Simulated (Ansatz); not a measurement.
## SnS under a change: biaxial strain −2.20 %, plane normal [001], relaxed out of plane

Start from SnS in the GeS type structure (space group Pnma, No. 62; a = 11.155 Å, b = 4.000 Å, c = 4.261 Å). Axes: x, y, z lie along a, b, c of the conventional cell.

One thing is altered: compressive biaxial strain of 2.20 % in the plane normal to [001], as in epitaxy on a mismatched substrate; the out-of-plane cell vector and the atoms relax.

All numbers come from PBE-D3(BJ) in Ansatz (plane waves to 420 eV, PAW, no spin-orbit coupling). Γ-centred 8×3×8 mesh, Fermi–Dirac width 0.05 eV, for the changed cell.

* **Volume per atom**: 23.49 Å³ (base 23.77 Å³)
* **Shortest interatomic distance**: 2.650 Å (base 2.642 Å)
* **Band gap**: 0.64 eV (base 0.70 eV)
* **Smallest direct gap**: 0.74 eV (base 0.85 eV)
* **Width of the top valence band**: 1.71 eV (base 1.79 eV)
* **Out-of-plane strain**: +3.32 %
* **Ratio −ε⊥/ε∥**: 1.51
* **Mean in-plane stress (compression positive)**: +1.3 GPa

Final structure (turned so that z lies along the plane normal):

```
SnS
1.0
    3.91177     0.00000     0.00000
    0.00000    10.90955     0.00000
    0.00000     0.00000     4.40311
Sn S
4 4
Cartesian
  2.93383   4.19860   2.76950
  0.97794   1.25617   0.56794
  0.97794   6.71095   1.63361
  2.93383   9.65338   3.83516
  2.93383   7.04098   4.27841
  0.97794   9.32335   2.07686
  0.97794   3.86857   0.12470
  2.93383   1.58621   2.32625
```

No phonon test of stability was made.

Ansatz is an electronic-structure program.
